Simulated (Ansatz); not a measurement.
Start from Be in the hcp (Mg type) structure (space group P6_3/mmc, No. 194; a = 2.2617 Å, c = 3.5692 Å; relaxed with 0.1 eV smearing). Axes: x lies along a and z along c of the hexagonal cell.

Structures relaxed with r2SCAN, PAW, 500 eV (Ansatz, an electronic-structure program; scalar-relativistic without spin-orbit coupling).

Base:

Simulated powder pattern, Mo Kα, λ = 0.71073 Å (kinematic, ideal powder, no thermal factors, no anomalous dispersion; the 8 strongest lines at most, above 2 %, up to 2θ = 40°):

| 2θ (°) | I/Imax (%) | hkl |
|---|---|---|
| 20.91 | 25 | (100) |
| 22.97 | 25 | (002) |
| 23.89 | 100 | (101) |
| 31.26 | 16 | (102) |
| 36.63 | 19 | (110) |

After one change:

Simulated powder pattern, Mo Kα, λ = 0.71073 Å (kinematic, ideal powder, no thermal factors, no anomalous dispersion; the 8 strongest lines at most, above 2 %, up to 2θ = 40°):

| 2θ (°) | I/Imax (%) |
|---|---|
| 21.02 | 25 |
| 21.05 | 25 |
| 23.14 | 73 |
| 23.75 | 52 |
| 23.83 | 50 |
| 23.96 | 100 |
| 24.14 | 48 |
| 24.22 | 48 |

What was done to the base?
A. biaxial strain −0.51 %, plane normal [001], relaxed out of plane
B. strain tensor (xx, yy, zz, yz, xz, xy) = (+0.15, −0.65, −0.69, −0.44, −0.84, −0.52) %
C. biaxial strain +2.38 %, plane normal [001], relaxed out of plane
D. strain tensor (xx, yy, zz, yz, xz, xy) = (−0.46, +1.68, +0.15, +0.90, −0.19, −2.18) %

B, strain tensor (xx, yy, zz, yz, xz, xy) = (+0.15, −0.65, −0.69, −0.44, −0.84, −0.52) %. Its volume per atom is 7.81 Å³ against 7.91 Å³, and its space group is P-1 (No. 2).

Whether these cells are dynamically stable was not tested.
